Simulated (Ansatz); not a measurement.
## Hypothetical fluorite YbSi2: pressure series

Start from YbSi2 in the fluorite structure (space group Fm-3m, No. 225; a = 6.343 Å; a hypothetical phase, not in the database extracts checked).

Cell and atoms are relaxed at each pressure.

All numbers come from PBEsol, PAW, 420 eV (Ansatz, a quantum-chemistry and plane-wave program; no spin-orbit coupling).

```json
[
 {"pressure (GPa)": "-2", "volume per atom (Å³/atom)": "22.073"},
 {"pressure (GPa)": "-1", "volume per atom (Å³/atom)": "21.650"},
 {"pressure (GPa)": "0", "volume per atom (Å³/atom)": "21.265"},
 {"pressure (GPa)": "2.1", "volume per atom (Å³/atom)": "20.566"},
 {"pressure (GPa)": "4.5", "volume per atom (Å³/atom)": "19.879"},
 {"pressure (GPa)": "9", "volume per atom (Å³/atom)": "18.821"},
 {"pressure (GPa)": "15", "volume per atom (Å³/atom)": "17.724"},
 {"pressure (GPa)": "22.5", "volume per atom (Å³/atom)": "?"},
 {"pressure (GPa)": "30", "volume per atom (Å³/atom)": "15.846"}
]
```

Task: Fit the third-order Birch–Murnaghan form P(V) = (3B₀/2)[(V₀/V)^(7/3) − (V₀/V)^(5/3)]·[1 + (3/4)(B₀′ − 4)((V₀/V)^(2/3) − 1)] (squares taken in P) to the rows shown and predict the withheld row.

Result: Least squares on the printed values gives V₀ = 21.271 Å³/atom, B₀ = 58.2 GPa, B₀′ = 3.8; this predicts 16.676 Å³/atom, and the run gives 16.673 Å³/atom, 0.003 lower.

The state of the 4f shell was not checked for lower solutions. Load acts through the strain it causes; cell and atoms are relaxed under it. Stability against distortions was not tested. No other phases were tried under pressure. Starting moments died away, wholly or in part, for the base; another magnetic solution may exist. All final runs are without spin polarisation.
